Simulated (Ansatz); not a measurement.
**What biaxial strain −3.00 %, plane normal [001], relaxed out of plane does to Ta**

Take Ta in the bcc (W type) structure (space group Im-3m, No. 229; a = 3.306 Å; relaxed with 0.1 eV smearing) as the base. Axes: x, y, z lie along the cube axes.

Modification: compressive biaxial strain of 3.00 % in the plane normal to [001], as in epitaxy on a mismatched substrate; the out-of-plane cell vector and the atoms relax.

Method: r2SCAN (Ansatz, a program for electronic structure, PAW, without spin-orbit coupling). Γ-centred 28×28×28 mesh, Fermi–Dirac width 0.1 eV.

- Volume per atom: 17.66 Å³ (base 18.07 Å³)
- Shortest interatomic distance: 2.845 Å (base 2.863 Å)
- Energy relative to the base (free energy F): +26 meV/atom
- Band gap: zero (base zero)
- Out-of-plane strain: +3.90 %
- Ratio −ε⊥/ε∥: 1.30
- Mean in-plane stress (compression positive): +7.8 GPa

Stability against distortions was not tested. All final runs are without spin polarisation.
